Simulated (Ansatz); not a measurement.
Take PbO2 in the rutile structure (space group P4_2/mnm, No. 136) as the base.

```yaml
crystal:
  lattice:
    - [5.08163, 0.00000, 0.00000]
    - [0.00000, 5.08163, 0.00000]
    - [0.00000, 0.00000, 3.44364]
  atoms:
    - { symbol: Pb, position: [0.00000, 0.00000, 0.00000] }
    - { symbol: Pb, position: [0.50000, 0.50000, 0.50000] }
    - { symbol: O, position: [0.30796, 0.30796, 0.00000] }
    - { symbol: O, position: [0.80796, 0.19204, 0.50000] }
    - { symbol: O, position: [0.19204, 0.80796, 0.50000] }
    - { symbol: O, position: [0.69204, 0.69204, 0.00000] }
```

Cartesian axes are those of the cell as printed.

Computed with Kohn–Sham DFT with the PBE functional, run in Ansatz (an electronic-structure program) with PAW and 420 eV plane waves, spin-orbit coupling left out.

Before the change:

The pressure is 0.0 GPa and the volume per atom comes out as 14.82 Å³. The band gap comes out as zero.

Perturbation: biaxial strain +0.60 %, plane normal [001], relaxed out of plane (Cartesian); in-plane vectors clamped, the third vector and the atoms free.

Problem. Estimate the effect on the pressure, volume per atom and band gap.

Solution. The pressure (mean of the normal stresses, compression positive) goes from zero to -0.5 GPa; the volume per atom increases by 0.11 Å³ to 14.93 Å³; the band gap is still zero.

Spin-orbit coupling, missing from the scalar runs, can matter with Pb. Whether these cells are dynamically stable was not tested. The final runs are not spin-polarised. A zero or small gap of PbO2 can be the functional's error rather than a property of the material.
